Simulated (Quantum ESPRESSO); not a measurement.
Quantum ESPRESSO run on HgS (F-43m, 2 atoms in the cell): self-consistent single point.

Computed with PBEsol, PSlibrary ultrasoft (PBE) pseudopotentials (plane waves; Quantum ESPRESSO).

```
CELL_PARAMETERS angstrom
     -2.96580     0.00000     2.96580
      0.00000     2.96580     2.96580
     -2.96580     2.96580     0.00000
ATOMIC_POSITIONS crystal
  Hg 0.00000 0.00000 0.00000
  S  0.25000 0.25000 0.25000
```

Reference input (self-consistent single point, DFT, PBE, plane waves, PSlibrary ultrasoft (PBE) pseudopotentials): ecutwfc = 50 Ry; ecutrho = 450 Ry; occupations = smearing; smearing = fermi-dirac; degauss = 0.0073499 Ry; potentials = {Hg: Hg.pbe-n-rrkjus_psl.1.0.0.UPF, S: S.pbe-n-rrkjus_psl.1.0.0.UPF}; K_POINTS = automatic 8 8 8 0 0 0; conv_thr = 1e-11 Ry; mixing_beta = 0.3. This run's input differs from it in these lines:

```diff
@@ -18,2 +18,3 @@
   degauss = 0.0073499,
+  input_dft = 'pbesol',
 /
```

The program printed (abridged):

```
     Self-consistent Calculation

     iteration #  1     ecut=    50.00 Ry     beta= 0.30

     Threshold (ethr) on eigenvalues was too large:
     Diagonalizing with lowered threshold

     total energy              =    -120.61755028 Ry
     estimated scf accuracy    <       0.09244573 Ry

     iteration #  2     ecut=    50.00 Ry     beta= 0.30

     total energy              =    -120.62685336 Ry
     estimated scf accuracy    <       0.00919830 Ry

     iteration #  3     ecut=    50.00 Ry     beta= 0.30

     total energy              =    -120.63131528 Ry
     estimated scf accuracy    <       0.00199349 Ry

   [... 10 blocks of this kind left out ...]

     iteration # 14     ecut=    50.00 Ry     beta= 0.30

     total energy              =    -120.63180539 Ry
     estimated scf accuracy    <          1.7E-10 Ry

     iteration # 15     ecut=    50.00 Ry     beta= 0.30
     End of self-consistent calculation

     the Fermi energy is     6.3816 ev

!    total energy              =    -120.63180539 Ry
     estimated scf accuracy    <          5.1E-12 Ry
     smearing contrib. (-TS)   =      -0.00014495 Ry
     internal energy E=F+TS    =    -120.63166044 Ry

     convergence has been achieved in  15 iterations

     Forces acting on atoms (cartesian axes, Ry/au):

     atom    1 type  1   force =    -0.00000000   -0.00000000    0.00000000
     atom    2 type  2   force =     0.00000000    0.00000000   -0.00000000

     Total force =     0.000000     Total SCF correction =     0.000000

          total   stress  (Ry/bohr**3)                   (kbar)     P=      -13.43
  -0.00009127  -0.00000000  -0.00000000          -13.43       -0.00       -0.00
  -0.00000000  -0.00009127   0.00000000           -0.00      -13.43        0.00
  -0.00000000   0.00000000  -0.00009127           -0.00        0.00      -13.43

   JOB DONE.
```

The run converged in 15 iterations. Against the reference run the pressure goes from 1.78 to -1.34 GPa.

The starting cell comes from a database of computed structures (which also holds hypothetical and non-ambient phases and stackings), without a prior relaxation at this level. Its lattice was rescaled by a random factor within 2.5 % of one. The run gives no clean gap (levels at the Fermi energy touch, overlap or are partly filled at this smearing), which alone does not show that the compound is a metal.

Cost on one core of a shared machine: roughly 50 s.
